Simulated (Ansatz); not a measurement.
By PBEsol, the system below comes out a metal.

Without scattering a metal conducts by its projected Fermi surface.

Here is the system:

```xyz
6
Lattice="4.7606 0.0000 0.0000 -2.3619 4.1334 0.0000 1.1994 2.0667 4.2629" Properties=species:S:1:pos:R:3 pbc="T T T"
Ti     1.1994     2.0667     0.0000
Ti     0.0184     4.1334     2.1315
Si    -1.2040     3.4614     0.0000
Si     3.6027     0.6720     0.0000
Si     2.4218     2.7387     2.1315
Si     4.7376     1.3947     2.1315
```

Space group of this cell: Fddd. The cell is taken as given; by PBEsol its mean pressure is -1.9 GPa.

The current flows along the normal of the first two printed cell vectors. No spin-orbit coupling; the value is a mean over 0.1 eV about the Fermi level.

Task: Estimate the ballistic conductance per area that PBEsol run with Ansatz (a program for electronic structure) returns for this system.

Result: 0.54 × 10¹⁵ S/m² for both spins.
